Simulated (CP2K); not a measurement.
Worked example: self-consistent single point of CaCd2Au4 (I4/mmm, 7 atoms in the cell) in CP2K.

Method: LDA (Pade form), GPW, DZVP-MOLOPT-SR-GTH basis, GTH-PADE potentials (GTH_POTENTIALS) (CP2K).

```
Ca(CdAu2)2
1.0
    5.73302     0.00000     0.00000
   -3.08922     4.82952     0.00000
   -1.32190    -2.41476     5.02883
Ca Cd Au
1 2 4
Direct
  0.00000   0.00000   0.00000
  0.25000   0.75000   0.50000
  0.75000   0.25000   0.50000
  0.30365   0.30365   0.60730
  0.69635   0.69635   0.39270
  0.30365   0.69635   0.00000
  0.69635   0.30365   0.00000
```

Reference input (self-consistent single point, DFT LDA (Pade form), GPW, DZVP-MOLOPT-SR-GTH basis, GTH-PADE potentials (GTH_POTENTIALS)): CUTOFF = 500 Ry; REL_CUTOFF = 50 Ry; SMEAR/METHOD = GAUSSIAN; SIGMA = 0.1 eV; KPOINTS/SCHEME = MONKHORST-PACK 5 5 5; XC_FUNCTIONAL = PADE; Ca/BASIS_SET = DZVP-MOLOPT-SR-GTH; Ca/POTENTIAL = GTH-PADE-q10; Cd/BASIS_SET = DZVP-MOLOPT-SR-GTH; Cd/POTENTIAL = GTH-PADE-q12; Au/BASIS_SET = DZVP-MOLOPT-SR-GTH; Au/POTENTIAL = GTH-PADE-q11. This run's input differs from it in these lines:

```diff
@@ -40,3 +40,4 @@
     &KPOINTS
-      SCHEME MONKHORST-PACK 5 5 5
+      SCHEME MONKHORST-PACK 4 4 4
+      GAMMA_CENTERED T
     &END KPOINTS
```

The program printed (abridged):

```
 SCF WAVEFUNCTION OPTIMIZATION

  Step     Update method      Time    Convergence         Total energy    Change
     1 NoMix/Diag. 0.30E+00      -     1.43106975      -262.5344985627 -2.63E+02
     2 Broy./Diag. 0.30E+00      -     0.11471923      -268.1906166347 -5.66E+00
     3 Broy./Diag. 0.30E+00      -     0.10434578      -264.6218092220  3.57E+00
     4 Broy./Diag. 0.30E+00      -     0.03471957      -262.3456973398  2.28E+00
     5 Broy./Diag. 0.30E+00      -     0.00968227      -261.9849767565  3.61E-01
     6 Broy./Diag. 0.30E+00      -     0.00483476      -262.1562910471 -1.71E-01
   [... 5 lines left out ...]
    12 Broy./Diag. 0.30E+00      -     0.00000962      -262.1650133455  1.58E-04
    13 Broy./Diag. 0.30E+00      -     0.00000216      -262.1650127497  5.96E-07
    14 Broy./Diag. 0.30E+00      -     0.00000043      -262.1650195047 -6.75E-06
    15 Broy./Diag. 0.30E+00      -     0.00000008      -262.1650194043  1.00E-07
  *** SCF run converged in    15 steps ***

  Overlap energy of the core charge distribution:               0.00000002945941
  Self energy of the core charge distribution:               -451.46044346369251
  Core Hamiltonian energy:                                    137.09135806801638
  Hartree energy:                                              91.06847643429235
  Exchange-correlation energy:                                -38.86416212746536
  Smearing free energy correction:                             -0.00024834487642
  Fermi energy:                                                 0.31075998926591

  Total energy:                                              -262.16501940425752
  Total energy (extrapolated to sigma->0):                   -262.16489523181929

                     Mulliken Population Analysis

   [... lines left out ...]

 STRESS| Analytical stress tensor [bar]
 STRESS|                        x                   y                   z
 STRESS|      x       -7.46181248236E+03  -3.99455531030E+03  -9.09474167855E-02
 STRESS|      y       -3.99455531030E+03  -1.25720861957E+04  -1.62550803782E-01
 STRESS|      z       -9.09474167855E-02  -1.62550803782E-01  -5.27561315304E+03
 STRESS| 1/3 Trace                                            -8.43650394370E+03
```

The run converged in 15 iterations. Against the reference run the free energy drops by 5.6 meV/atom, the pressure moves little (-0.88 to -0.84 GPa) and the largest force goes from 0.143 to 0.126 eV/Å.

The starting cell comes from a database of computed structures (which also holds hypothetical and non-ambient phases and stackings), without a prior relaxation at this level. Its lattice was rescaled by a random factor within 2.5 % of one. Values carry the incompleteness of an atom-centred basis.

Cost on one core of a shared machine: roughly 60 s.
